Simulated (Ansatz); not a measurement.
Base system: MoP (space group P-6m2, No. 187; a = 3.2422 Å, c = 3.1942 Å; relaxed with 0.1 eV smearing). Axes: x lies along a and z along c of the hexagonal cell.

Computed with PBE (Ansatz, a quantum-chemistry and plane-wave program, PAW, no spin-orbit coupling).

It is then changed as follows: every lattice vector is shortened by 1.95 %, atoms relaxed at fixed cell.

Problem. Predict the stress tensor and what it implies for the stiffness.

Solution. Stress of the strained cell less that of the base (GPa, compression positive):
```
   13.7     0.0     0.0
    0.0    13.7     0.0
    0.0     0.0    17.6
```

Then B = −ΔP/(ΔV/V₀) with ΔV/V₀ = -0.0574 gives secant stiffness values (nonlinear terms included at this strain): B (at held cell shape, above the free-shape value) ≈ 261 GPa.

As a check, the harmonic strain energy −½ V₀ Δσ:ε is 40 meV/atom; the computed energy rise is 37 meV/atom.

Stability against distortions was not tested. All final runs are without spin polarisation.
